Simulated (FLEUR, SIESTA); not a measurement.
A SIESTA input for a self-consistent single point of MgNi3C (Pm-3m, 5 atoms in the cell) (DFT, LDA PW92, numerical atomic orbitals DZP, PseudoDojo LDA standard norm-conserving potentials (rewritten from UPF to PSML)):

```
# files in the folder: Mg.psml Ni.psml C.psml (PseudoDojo LDA standard)
SystemName  MgNi3C
SystemLabel MgNi3C

NumberOfAtoms                5
NumberOfSpecies              3
%block ChemicalSpeciesLabel
  1 12 Mg
  2 28 Ni
  3 6 C
%endblock ChemicalSpeciesLabel
LatticeConstant              1.0 Bohr
%block LatticeVectors
     6.855599458    0.000000000    0.000000000
     0.000000000    6.855599458    0.000000000
     0.000000000    0.000000000    6.855599458
%endblock LatticeVectors
AtomicCoordinatesFormat      ScaledCartesian
%block AtomicCoordinatesAndAtomicSpecies
     0.000000000    0.000000000    0.000000000  1
     0.000000000    3.427799729    3.427799729  2
     3.427799729    0.000000000    3.427799729  2
     3.427799729    3.427799729    0.000000000  2
     3.427799729    3.427799729    3.427799729  3
%endblock AtomicCoordinatesAndAtomicSpecies

XC.functional                LDA
XC.authors                   PW92
PAO.BasisSize                DZP
PAO.EnergyShift              0.01 Ry
MeshCutoff                   300 Ry
%block kgrid.MonkhorstPack
    9   0   0  0.0
    0   9   0  0.0
    0   0   9  0.0
%endblock kgrid.MonkhorstPack
OccupationFunction           MP
OccupationMPOrder            0
ElectronicTemperature        0.2 eV
Spin                         polarized
%block DM.InitSpin
  1 +0.00
  2 +2.00
  3 +2.00
  4 +2.00
  5 +0.00
%endblock DM.InitSpin

MaxSCFIterations             150
SCF.Mixer.Method             Pulay
SCF.Mixer.Weight             0.1
SCF.Mixer.History            6
SCF.DM.Tolerance             1.0E-05
Diag.ParallelOverK           true
WriteForces                  true
Charge.Mulliken              end
```

Write the same calculation as an input for FLEUR.

One input that does it (others would too):

Input of the input generator:

```
scf MgNi3C
&input film=f /
3.6278270000 0.0000000000 0.0000000000
0.0000000000 3.6278270000 0.0000000000
0.0000000000 0.0000000000 3.6278270000
1.8897261246
1.0 1.0 1.0

5
12 0.0000000000 0.0000000000 0.0000000000 : 0.00
28 0.0000000000 0.5000000000 0.5000000000 : 2.00
28 0.5000000000 0.0000000000 0.5000000000 : 2.00
28 0.5000000000 0.5000000000 0.0000000000 : 2.00
6 0.5000000000 0.5000000000 0.5000000000 : 0.00

&comp jspins=2 /
&exco xctyp='pz' /
&kpt div1=9 div2=9 div3=9 /
&end /
```

```xml
<?xml version="1.0" encoding="UTF-8" standalone="no"?>
<fleurInput fleurInputVersion="0.39">
   <comment>
      scf MgNi3C                                                                                          
   </comment>
   <calculationSetup>
      <cutoffs Kmax="4.7" Gmax="18.8" GmaxXC="18.8" numbands="0"/>
      <scfLoop itmax="60" minDistance="0.00001" maxIterBroyd="15" imix="Anderson" alpha="0.05" precondParam="0.0" spinf="2.0"/>
      <coreElectrons ctail="T" frcor="F" kcrel="0" coretail_lmax="0"/>
      <xcFunctional name="pz" relativisticCorrections="F"/>
      <magnetism jspins="2"/>
      <soc l_soc="F" theta="0.0" phi="0.0" spav="F"/>
      <expertModes spex="0" secvar="F"/>
      <geometryOptimization l_f="T" forcealpha="1.0" forcemix="BFGS" epsdisp="0.00001" epsforce="0.00001"/>
      <ldaU l_linMix="F" mixParam="0.05" spinf="1.0"/>
   </calculationSetup>
   <cell>
      <bzIntegration valenceElectrons="62.0" mode="gauss" fermiSmearingEnergy="0.00734986">
         <kPointListSelection listName="default-1"/>
         <!-- k-points included here -->
         <xi:include xmlns:xi="http://www.w3.org/2001/XInclude" href="kpts.xml"> </xi:include>
      </bzIntegration>
      <!-- symmetry operations included here -->
      <xi:include xmlns:xi="http://www.w3.org/2001/XInclude" href="sym.xml"> </xi:include>
      <bulkLattice scale="1.0">
         <bravaisMatrix>
            <row-1>    6.8555994574292436     0.0000000000000000     0.0000000000000000</row-1>
            <row-2>    0.0000000000000000     6.8555994574292436     0.0000000000000000</row-2>
            <row-3>    0.0000000000000000     0.0000000000000000     6.8555994574292436</row-3>
         </bravaisMatrix>
      </bulkLattice>
   </cell>
   <atomSpecies>
      <species name="Magnesium (Mg)" element="Mg" atomicNumber="12">
         <mtSphere radius="2.53" gridPoints="873" logIncrement="0.013"/>
         <atomicCutoffs lmax="10" lnonsphr="8"/>
         <electronConfig flipSpins="F">
            <coreConfig>(1s1/2)</coreConfig>
            <valenceConfig>(2s1/2) (2p1/2) (2p3/2) (3s1/2)</valenceConfig>
         </electronConfig>
         <energyParameters s="3" p="3" d="3" f="4"/>
         <lo type="SCLO" l="0" n="2" eDeriv="0"/>
         <lo type="SCLO" l="1" n="2" eDeriv="0"/>
      </species>
      <species name="Nickel (Ni2.000" element="Ni" atomicNumber="28">
         <mtSphere radius="2.09" gridPoints="721" logIncrement="0.017"/>
         <atomicCutoffs lmax="8" lnonsphr="6"/>
         <electronConfig flipSpins="F">
            <coreConfig>(1s1/2) (2s1/2) (2p1/2) (2p3/2) (3s1/2)</coreConfig>
            <valenceConfig>(3p1/2) (3p3/2) (4s1/2) (3d3/2) (3d5/2)</valenceConfig>
            <stateOccupation state="(3d3/2)" spinUp="2.0" spinDown="1.2"/>
            <stateOccupation state="(3d5/2)" spinUp="3.0" spinDown="1.8"/>
         </electronConfig>
         <energyParameters s="4" p="4" d="3" f="4"/>
         <lo type="SCLO" l="1" n="3" eDeriv="0"/>
      </species>
      <species name="Carbon (C)" element="C" atomicNumber="6">
         <mtSphere radius="1.18" gridPoints="407" logIncrement="0.025"/>
         <atomicCutoffs lmax="6" lnonsphr="4"/>
         <electronConfig flipSpins="F">
            <coreConfig>(1s1/2)</coreConfig>
            <valenceConfig>(2s1/2) (2p1/2) (2p3/2)</valenceConfig>
            <stateOccupation state="(2p1/2)" spinUp="0.3333333333" spinDown="0.3333333333"/>
            <stateOccupation state="(2p3/2)" spinUp="0.6666666667" spinDown="0.6666666667"/>
         </electronConfig>
         <energyParameters s="2" p="2" d="3" f="4"/>
      </species>
   </atomSpecies>
   <atomGroups>
      <atomGroup species="Magnesium (Mg)">
         <relPos label="                   1">.0000000000 .0000000000 .0000000000</relPos>
         <force calculate="T" relaxXYZ="TTT"/>
      </atomGroup>
      <atomGroup species="Nickel (Ni2.000">
         <relPos label="                   2">.0000000000 1.000/2.000 1.000/2.000</relPos>
         <relPos label="                   3">1.000/2.000 .0000000000 1.000/2.000</relPos>
         <relPos label="                   4">1.000/2.000 1.000/2.000 .0000000000</relPos>
         <force calculate="T" relaxXYZ="TTT"/>
      </atomGroup>
      <atomGroup species="Carbon (C)">
         <relPos label="                   5">1.000/2.000 1.000/2.000 1.000/2.000</relPos>
         <force calculate="T" relaxXYZ="TTT"/>
      </atomGroup>
   </atomGroups>
   <output dos="F" band="F" slice="F">
      <checks vchk="F" cdinf="F"/>
      <bandDOS minEnergy="-.5*Htr" maxEnergy="0.5*Htr" sigma="0.015" storeEVData="T"/>
      <vacuumDOS vacdos="F" integ="F" star="F" nstars="0" locx1="0.0" locy1="0.0" locx2="0.0" locy2="0.0" nstm="0" tworkf="0.0"/>
      <unfoldingBand unfoldBand="F" supercellX="1" supercellY="1" supercellZ="1"/>
      <plotting iplot="0" polar="F">
         <plot TwoD="T" vec1="  1.0  0.0  0.0" vec2="  0.0  1.0  0.0" vec3="  0.0  0.0  1.0" zero="  0.0  0.0  0.0" file="plot"/>
      </plotting>
      <chargeDensitySlicing numkpt="0" minEigenval="0.0" maxEigenval="0.0" nnne="0" pallst="F"/>
      <specialOutput eonly="F"/>
      <magneticCircularDichroism mcd="F" energyLo="-10.0" energyUp="0.0"/>
   </output>
  <!-- We include the file relax.xml here to enable relaxations (see documentation) -->
  <xi:include xmlns:xi="http://www.w3.org/2001/XInclude" href="relax.xml"> <xi:fallback/> </xi:include>
</fleurInput>
```

Basis settings and potentials, where a program has them, do not carry over. This input uses DFT, LDA (Perdew-Zunger), all-electron FLAPW (FLEUR), scalar-relativistic valence. LDA parametrisations can differ slightly between programs. Both were run: size of the net moment 0.00 μB/atom in SIESTA and 0.00 in FLEUR.

On FLEUR: the starting cell comes from a database of computed structures (which also holds hypothetical and non-ambient phases and stackings), without a prior relaxation at this level. Its lattice was rescaled by a random factor within 2.5 % of one. For this run, on top of that: lattice scaled by 0.98. The starting moments vanished: the run ended non-magnetic, which need not be the lowest state. Values depend on the basis (sphere radii, cutoffs, local orbitals), which need not be converged.

On SIESTA: the starting cell comes from a database of computed structures (which also holds hypothetical and non-ambient phases and stackings), without a prior relaxation at this level. Its lattice was rescaled by a random factor within 2.5 % of one. For this run, on top of that: lattice scaled by 0.98. The starting moments vanished: the run ended non-magnetic, which need not be the lowest state. Values carry the incompleteness of an atom-centred basis. With a pressure of about 28 GPa the cell is away from its equilibrium volume at this level.
